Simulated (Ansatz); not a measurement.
**What Zr on a S site (antisite), symmetric start does to ZrS2**

Base system: a 9-atom supercell of ZrS2 in the CdI2 type structure (space group P-3m1, No. 164; a = 3.674 Å, c = 5.860 Å; layered, stacked along the Cartesian z axis) at its relaxed geometry.

One thing is altered: a neutral Zr on a S site (antisite), symmetric start, atoms relaxed at fixed cell.

Computed with DFT with r2SCAN+rVV10, PAW potentials and a 500 eV plane-wave cutoff in Ansatz (an electronic-structure program), no spin-orbit coupling. Settings: 5×5×5 k-points, 0.01 eV Fermi–Dirac smearing.

Pressure: -4.2 GPa (base 0.0 GPa)
Largest displacement of a host atom from its site in the perfect cell: 0.07 Å
Shift of the substituted atom off its lattice site: 1.72 Å

Final structure:

```
Zr4S5
1.0
    5.51145    -3.18204     0.00000
    0.00000     6.36408     0.00000
   -1.83715    -3.18204     5.86030
Zr S
4 5
Cartesian
 -0.02984  -0.03815  -0.17981
  3.65618   0.04492  -0.17981
  1.88511   3.17527  -0.17981
  0.00000   2.12136   2.97808
  3.67430   2.12136   1.33068
  1.83715  -1.06068   1.29974
  1.85259   1.04989   4.17060
  0.00162  -2.10259   4.17060
  3.65724  -2.12934   4.17060
```

The magnetic state is the one reached from the starting moments; the real material's order can differ, and small cells can't hold many antiferromagnetic ones. In so small a cell the defect repeats every few ångströms: this is an ordered compound, not a dilute defect. The mesh was chosen for an insulator and is coarse for the gapless case. The defect started on the symmetric site and kept its symmetry, so it may sit on a saddle. Starting moments died away, wholly or in part, for Zr on a S site (antisite); another magnetic solution may exist. The defect cell is spin-polarised and ends with 0.7 μB, a fractional moment that hangs on the mesh and smearing.
